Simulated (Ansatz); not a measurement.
**Point defect Zr_Ta in metastable rock-salt TaN**

Level of theory: PBE, PAW (plane waves to 420 eV; Ansatz, a first-principles code). Cell and caveats: 64-site cell; 4×4×4 shifted k-points; start: the Ta site; no spin–orbit coupling; finite-size errors of tenths of an eV; the relaxation kept the symmetry of the starting site.

Neighbours after relaxation, in Å: of the Zr atom: N 2.24, N 2.24, N 2.24, N 2.24, N 2.24, N 2.24.

```csv
charge,moment (μB),point group,largest move off a lattice site (Å)
0,not spin-polarised,Oh,0.03
```

Point groups are those of the whole cell at tolerances of 0.03 and 0.1 Å ("near" where only the looser one holds); none is given for unsettled states.

All states together cost very roughly 2.3 core-minutes.
